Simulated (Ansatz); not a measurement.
```
MgO
1.0
    0.00000     2.10705     2.09651
    2.10705     0.00000     2.09651
    2.10705     2.10705     0.00000
Mg O
1 1
Direct
  0.00000   0.00000   0.00000
  0.50000   0.50000   0.50000
```

No spin polarisation.

Computed with PBEsol, PAW, 420 eV (Ansatz, an electronic-structure program; no spin-orbit coupling). Settings: 13×13×13 k-points, 0.05 eV Fermi–Dirac smearing.

**Question.** Predict the electron mass.

**Answer.** 0.34 mₑ (at Γ).

**Question.** What gap character does the calculation give?

**Answer.** Direct at Γ.

**Question.** What stress (xx, yy, zz, yz, xz, xy; compression positive) does the calculation give?

**Answer.** (0.46, 0.46, 1.52, 0.00, 0.00, 0.00) GPa.

The cells carry an imposed strain or load. Masses are band curvatures over ±0.01 Å⁻¹ around the edge. Whether these cells are dynamically stable was not tested. The cell was made from MgO in the rock salt structure (space group Fm-3m, No. 225) by this change: uniaxial strain ε_zz = −0.50 %.
